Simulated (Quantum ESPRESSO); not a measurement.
**A series of runs on YHfF7 (P2_1, 18 atoms in the cell)**

```
CELL_PARAMETERS angstrom
      6.00151     0.00000     0.00000
      0.00000     5.68405     0.00000
     -1.77989     0.00000     7.96996
ATOMIC_POSITIONS crystal
  Y  0.34420 0.80107 0.31296
  Y  0.65580 0.30107 0.68704
  Hf 0.18795 0.79189 0.77461
  Hf 0.81205 0.29189 0.22539
  F  0.54341 0.60682 0.52330
  F  0.45659 0.10682 0.47670
  F  0.06924 0.06895 0.23007
  F  0.93076 0.56895 0.76993
  F  0.04624 0.54653 0.24061
  F  0.95376 0.04653 0.75939
  F  0.54758 0.50852 0.21083
  F  0.45242 0.00852 0.78917
  F  0.24244 0.80110 0.02294
  F  0.75756 0.30110 0.97706
  F  0.13363 0.79490 0.52509
  F  0.86637 0.29490 0.47491
  F  0.61809 0.00386 0.21476
  F  0.38191 0.50386 0.78524
```

Base run A: LDA (PZ), GBRV 1.5 ultrasoft (LDA) pseudopotentials (Quantum ESPRESSO), self-consistent single point.

Its settings: ecutwfc = 40 Ry; ecutrho = 320 Ry; occupations = fixed; potentials = {Y: y_lda_v1.4.uspp.F.UPF, Hf: hf_lda_v1.uspp.F.UPF, F: f_lda_v1.4.uspp.F.UPF}; K_POINTS = automatic 4 4 3 1 1 1; nbnd = 78; conv_thr = 1e-11 Ry.

The starting cell comes from a database of computed structures (which also holds hypothetical and non-ambient phases and stackings), without a prior relaxation at this level. Its lattice was rescaled by a random factor within 2.5 % of one. Spin-orbit coupling is off. In the base run, with a pressure of about -5 GPa the cell is away from its equilibrium volume at this level. The shifted mesh does not hold Γ, so a gap read on it misses any band edge there.

ΔF is the free energy per atom less that of run A. 

Runs:
- B: lattice scaled by 0.97
- C: lattice scaled by 0.97; ecutwfc: 40 Ry → 24 Ry; ecutrho: 320 Ry → 192 Ry
- D: lattice scaled by 0.985
- E: lattice scaled by 0.985; ecutwfc: 40 Ry → 24 Ry; ecutrho: 320 Ry → 192 Ry
- F: lattice scaled by 1.015
- G: lattice scaled by 1.015; ecutwfc: 40 Ry → 24 Ry; ecutrho: 320 Ry → 192 Ry
- H: lattice scaled by 1.03
- I: lattice scaled by 1.03; ecutwfc: 40 Ry → 24 Ry; ecutrho: 320 Ry → 192 Ry
- J: ecutwfc: 40 Ry → 24 Ry; ecutrho: 320 Ry → 192 Ry

```tsv
run	ΔF (meV/atom)	pressure (GPa)	largest force (eV/Å)	gap on the mesh (eV)
A	0.00	-4.77	0.234	6.964
B	13.4	7.86	1.069	7.507
C	1147.4	-53.32	1.004	7.520
D	-6.2	0.86	0.497	7.237
E	1128.2	-57.50	0.469	7.247
F	28.2	-9.25	0.654	6.690
G	1164.5	-62.48	0.646	6.696
H	75.1	-12.78	1.056	6.416
I	1214.5	-63.74	1.031	6.423
J	1136.3	-60.52	0.238	6.973
```

Run E against A: The free energy goes up by 1.13 eV/atom, the pressure goes from -4.77 to -57.50 GPa, the largest force goes from 0.234 to 0.469 eV/Å and the gap on the mesh goes from 6.964 to 7.247 eV.

Run D against A: The free energy goes down by 6.2 meV/atom, the pressure goes from -4.77 to 0.86 GPa, the largest force goes from 0.234 to 0.497 eV/Å and the gap on the mesh goes from 6.964 to 7.237 eV.
